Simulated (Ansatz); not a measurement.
We consider V2O5 (Pnma, No. 62, 28 atoms in the cell; start mp-25288), described by PBEsol (Ansatz, an electronic-structure program, PAW).

Numerical settings: plane-wave cutoff 520 eV, 4×10×4 k mesh (along the axes of the cell as run), Fermi–Dirac smearing 0.01 eV, no spin polarisation, scalar-relativistic PAW data made under PBE.

Cell (relaxed with PBEsol):

```
V2O5
1.0
   10.00334     0.00000     0.00000
    0.00000     3.55389     0.00000
    0.00000     0.00000    10.26018
V O
8 20
Direct
  0.12518   0.75000   0.01073
  0.87482   0.25000   0.98927
  0.37482   0.25000   0.51073
  0.62518   0.75000   0.48927
  0.07207   0.25000   0.60051
  0.92793   0.75000   0.39949
  0.42793   0.75000   0.10051
  0.57207   0.25000   0.89949
  0.99868   0.75000   0.26213
  0.00132   0.25000   0.73787
  0.50132   0.25000   0.76213
  0.49868   0.75000   0.23787
  0.06368   0.75000   0.54115
  0.93632   0.25000   0.45885
  0.43632   0.25000   0.04115
  0.56368   0.75000   0.95885
  0.07108   0.25000   0.03293
  0.92892   0.75000   0.96707
  0.42892   0.75000   0.53293
  0.57108   0.25000   0.46707
  0.20627   0.75000   0.87943
  0.79373   0.25000   0.12057
  0.29373   0.25000   0.37943
  0.70627   0.75000   0.62057
  0.24615   0.25000   0.63151
  0.75385   0.75000   0.36849
  0.25385   0.75000   0.13151
  0.74615   0.25000   0.86849
```

Q: What does this level give for the band gap, smallest direct gap on the k points sampled and direct gap at Γ?

A: 
band gap: 2.04 eV (indirect)
smallest direct gap on the k points sampled: 2.17 eV
direct gap at Γ: 2.19 eV

The computed numbers hold no vibrational or temperature effects.

Computing time: about 9 core-minutes (a rough figure).

A start named mp-… is a Materials Project structure, which need not be a measured phase.
